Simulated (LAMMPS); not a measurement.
LAMMPS input (classical MD, pair style eam, the elements' _u3.eam files (universal-3 set of Foiles, Baskes and Daw)):

```
units metal
atom_style atomic
atom_modify map array
boundary p p p
read_data cell.data
pair_style eam
pair_coeff 1 1 Cu_u3.eam
pair_coeff 2 2 Ag_u3.eam
pair_coeff 3 3 Au_u3.eam
pair_coeff 4 4 Ni_u3.eam
pair_coeff 5 5 Pd_u3.eam
pair_coeff 6 6 Pt_u3.eam
mass 1 63.5460
mass 2 107.8682
mass 3 196.9666
mass 4 58.6934
mass 5 106.4200
mass 6 195.0840
neighbor 1.5 bin
neigh_modify every 1 delay 0 check yes one 6000 page 200000
timestep 0.002
compute xu all property/atom xu yu zu
thermo_style custom step temp pe etotal enthalpy press vol lx ly lz
thermo_modify norm no flush no
thermo 1000
fix br all box/relax iso 0 vmax 0.001
min_style cg
minimize 0 0.0001 3000 15000
unfix br
velocity all create 1340 11445711 dist gaussian mom yes
fix md0 all npt temp 670 670 0.1 iso 0 0 1.0
run 5000
unfix md0
fix md0 all npt temp 670 670 0.1 iso 0 0 1.0
fix md1 all atom/swap 20 10 11445711 670 ke yes types 3 1
run 30000
unfix md0
unfix md1
min_style cg
minimize 0 0.0001 3000 15000
```

The data file holds Cu (fcc) with 50 % of Cu sites Au, 864 atoms, bulk, with Monte Carlo swaps of unlike atoms between MD steps at 670 K (17 attempts an atom).

Estimate the Warren-Cowley parameter Au-Au, first shell (negative: neighbours more often than at random; error set to 0.002 at least), the Warren-Cowley parameter Au-Cu, first shell (negative: neighbours more often than at random; error set to 0.002 at least), the Warren-Cowley parameter Cu-Cu, first shell (negative: neighbours more often than at random; error set to 0.002 at least), the energy change from the random arrangement for this model.

Warren-Cowley parameter Au-Au, first shell (negative: neighbours more often than at random; error set to 0.002 at least): 0.120 ± 0.002; Warren-Cowley parameter Au-Cu, first shell (negative: neighbours more often than at random; error set to 0.002 at least): -0.120 ± 0.002; Warren-Cowley parameter Cu-Cu, first shell (negative: neighbours more often than at random; error set to 0.002 at least): 0.120 ± 0.002; energy change from the random arrangement: -12 meV/atom.
